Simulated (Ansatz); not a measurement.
Base system: Cu in the fcc (Cu type) structure (space group Fm-3m, No. 225; a = 3.5638 Å; relaxed with 0.1 eV smearing). Axes: x, y, z lie along the cube axes.

Calculations: Ansatz (an electronic-structure program) PBEsol, no spin-orbit coupling.

It is then changed as follows: the cell is stretched by 2.00 % along z with no lateral relaxation; the atoms relax in the strained cell.

Problem. Estimate the effect on the energy relative to the base and stress.

Solution. The energy goes up by 2.9 meV/atom; the stress (xx, yy, zz, yz, xz, xy; compression positive) comes out as (-2.7, -2.7, -4.0, 0.0, 0.0, 0.0) GPa.

Stability against distortions was not tested. The final runs are not spin-polarised.
